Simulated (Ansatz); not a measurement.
The starting structures come from a database of crystals and need not be the phases stable at ambient conditions.

```xyz
10
Lattice="5.5095 0.0000 0.0000 -2.5365 4.8909 0.0000 1.4865 2.4454 4.5972" Properties=species:S:1:pos:R:3 pbc="T T T"
Pd     2.1991     3.6178     0.0000
Pd     4.9539     3.6178     2.2986
F      3.5477     2.9829     3.3216
F      5.0377     2.0773     1.2755
F      2.2795     5.4284     3.5741
F      2.2829     2.0773     1.0231
F      3.7323     4.4383     1.0266
F      0.7352     2.9111     3.5705
F      0.9775     4.4383     1.2719
F     -0.5330     5.3565     3.3252
```

Space group of this cell: Fdd2. The cell is taken as given.

Transport runs along the normal of the first two printed cell vectors.

The gap is the functional's own. No spin-orbit coupling. Mid-gap values are interpolated on the energy grid.

### Question
Give the band gap and the smallest decay constant κ at mid-gap that r2SCAN (Ansatz, an electronic-structure program) yields.

### Answer
Gap 1.27 eV on a 8×8×8 mesh; κ = 0.511 1/Å, at (0.500, 0.333) of the in-plane reciprocal vectors. At the zone centre, at the nearest computed energy, the slowest state has κ = 0.56 1/Å.
